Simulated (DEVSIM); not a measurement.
Structure: abrupt Si p-n junction, at 400 K.

Layer 1 from the left is Si, thickness (μm) 35.0, Na (cm⁻³) 4.2e17, τn (s) 6.2e-6, τp (s) 6.2e-6. Layer 2 from the left is Si, thickness (μm) 24.0, Nd (cm⁻³) 3.7e14, τn (s) 6.2e-6, τp (s) 6.2e-6.

Left contact: ohmic. Right contact: ohmic. Voltage is applied to the left contact. Recombination: SRH at mid-gap, Auger. Mobility is constant in doping.

The device is made up for the run: typed textbook-type constants, with dimensions and the other settings drawn at random. Values at 300 K; Nc and Nv go as T^1.5, mobilities as T to minus their exponent, the gap by Varshni's rule with the affinity fixed.

Si: gap (eV) 1.124, affinity (eV) 4.05, permittivity 11.7, Nc (cm⁻³) 2.86e19, Nv (cm⁻³) 3.1e19, μn (cm²/Vs) 1417, μp (cm²/Vs) 470, T exponent of μn 2.3, T exponent of μp 2.2, Cn (cm⁶/s) 2.8e-31, Cp (cm⁶/s) 9.9e-32, Varshni α (eV/K) 0.000473, Varshni β (K) 636.

Task: Estimate by hand the built-in potential, the peak field at zero bias, and compare with a numerical solution.

Result: 
- Built-in potential: ni = √(Nc Nv) exp(−Eg/2kT) = 5.68e12 cm⁻³ with Eg = 1.096 eV; Vbi = kT/q ln(Na Nd/ni²) = 0.530 V; numerical 0.530 V.
- Peak field at zero bias: depletion approximation: W = √(2εVbi/(qN)) = 1.36 μm with N = 3.70e14 cm⁻³; field = 2Vbi/W = 7790 V/cm; numerical 41000 V/cm (estimate below by 81 %).

Model (solved in DEVSIM): 1D drift-diffusion, Boltzmann statistics, complete ionisation; no tunnelling, impact ionisation, image-force lowering or self-heating.
